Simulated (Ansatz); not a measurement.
```xyz
12
Lattice="3.8690 0.0000 0.0000 0.0000 3.8690 0.0000 0.0000 0.0000 16.6275" Properties=species:S:1:pos:R:3 pbc="T T T"
Si     0.0000     0.0000    -0.0047
Si     1.9345     0.0000     1.3569
Si     1.9345     1.9345     2.7250
Si     0.0000     1.9345     4.0924
Si     0.0000     0.0000     5.4595
Si     1.9345     0.0000     6.8266
Si     1.9345     1.9345     8.1937
Si     0.0000     1.9345     9.5611
Si     0.0000     0.0000    10.9291
Si     1.9345     0.0000    12.2908
Ge     1.9345     1.9345    13.7106
Ge     0.0000     1.9345    15.2030
```

These are PBE (plane waves to 420 eV, PAW; Ansatz, a quantum-chemistry and plane-wave program) values and carry that method's errors. Spin–orbit coupling is left out; PBE gaps are too small against experiment. Its k-point mesh 8×8×2, Fermi–Dirac width 0.01 eV.

This cell holds two materials in layers. Name them, and give its gap.

A (001) superlattice of 5 double layers of Si and 1 of Ge (both in the zinc blende type), in-plane lattice that of Si; the cell holds Si10Ge2.
```
Item                                                                                   Value
---------------------------------------------------------------------  ---------------------
strain of bulk Ge held on this lattice, in plane and along the normal  -5.03 %, then +3.50 %
PBE gap of the superlattice over the mesh and listed points off it                   0.50 eV
```
